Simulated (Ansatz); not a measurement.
# AlZnInO₄ (space group R3m, No. 160; a hypothetical phase, not in the database extracts checked)

```cif
data_Al3In3O12Zn3
_chemical_formula_sum 'In3 Al3 Zn3 O12'
_space_group_name_H-M_alt 'R3m :H'
_space_group_IT_number 160
_space_group_name_Hall 'R 3 -2"'
_cell_length_a 3.25628
_cell_length_b 3.25628
_cell_length_c 25.61661
_cell_angle_alpha 90.000
_cell_angle_beta 90.000
_cell_angle_gamma 120.000
loop_
_atom_site_label
_atom_site_type_symbol
_atom_site_symmetry_multiplicity
_atom_site_Wyckoff_symbol
_atom_site_fract_x
_atom_site_fract_y
_atom_site_fract_z
_atom_site_occupancy
In1 In 3 a 0.00000 0.00000 0.00428 1
Al1 Al 3 a 0.00000 0.00000 0.78720 1
Zn1 Zn 3 a 0.00000 0.00000 0.21837 1
O1 O 3 a 0.00000 0.00000 0.86085 1
O2 O 3 a 0.00000 0.00000 0.12051 1
O3 O 3 a 0.00000 0.00000 0.71383 1
O4 O 3 a 0.00000 0.00000 0.29496 1
```
(The calculation used a cell of 7 atoms; values per cell refer to that cell.)

The values are results of PBEsol (Ansatz, a quantum-chemistry and plane-wave program; PAW; 420 eV plane waves; no SOC), not measurements. Settings: 12×12×12 k-points, 0.05 eV Fermi–Dirac smearing.

```yaml
volume_per_atom: 11.20 Å³
density: 5.74 g/cm³
band_gap: 1.80 eV, indirect, T → Γ
electron_mass: 0.25 mₑ
Lowest conduction-band minima above the VBM: Γ 1.80 eV
total_energy: -1654.089 eV/atom (σ→0; compares only within this code and set-up)
```

Masses are band curvatures over ±0.01 Å⁻¹ around the edge. No phonon test of stability was made.
